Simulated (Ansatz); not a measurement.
An Ansatz (a program for electronic structure) input (plane-wave PAW DFT at the PBEsol level (Ansatz, 420 eV), no spin-orbit coupling):

Ansatz 0.2 input:
```yaml
crystal:
  lattice:
    - [5.4839040795, 0, 0]
    - [0, 5.4839040795, 0]
    - [0, 0, 5.4839040795]
  atoms:
    - { symbol: Cs, position: [0, 0, 0] }
    - { symbol: Pb, position: [0.5, 0.5, 0.5] }
    - { symbol: Cl, position: [0.5, 0, 0.5] }
    - { symbol: Cl, position: [0, 0.5, 0.5] }
    - { symbol: Cl, position: [0.5, 0.5, 0] }
basis: { ecutwfc: 420, ecutrho_ratio: 4, xc_grid: 2, fft_grid_basis: typed }
kpoints: { mp_grid: { grid: [6, 6, 6] } }
hamiltonian:
  xc: pbesol
  dispersion: none
  pseudopotentials: { kind: paw }
scf: { occupations: { method: fermi_dirac, width: 0.05 }, convergence: { dr2_threshold: 0.0000000005 } }
relax: { f_tol: 0.005, max_steps: 50 }
output: { forces: true, stress: true }
checkpoint: { write: state.ck, write_every: 1000 }
```

Question: Which symmetry and how many k-points will the program report, and about how many plane waves at Γ?

Answer: Space group Pm-3m (ITA 221) with 48 operations, k-points 20 of 216, and 3191 plane waves at Γ.

Question: And the final pressure?

Answer: 2.16 GPa (compression positive).

The cells carry an imposed strain or load. No phonon test of stability was made. The cell was made from CsPbCl₃ in the cubic perovskite structure (space group Pm-3m, No. 221) by this change: isotropic strain −2.40 %. Many cubic perovskites are stable only at high temperature; tilts and polar distortions were not tested. This is not the structure that CsPbCl3 has at room temperature and ambient pressure.
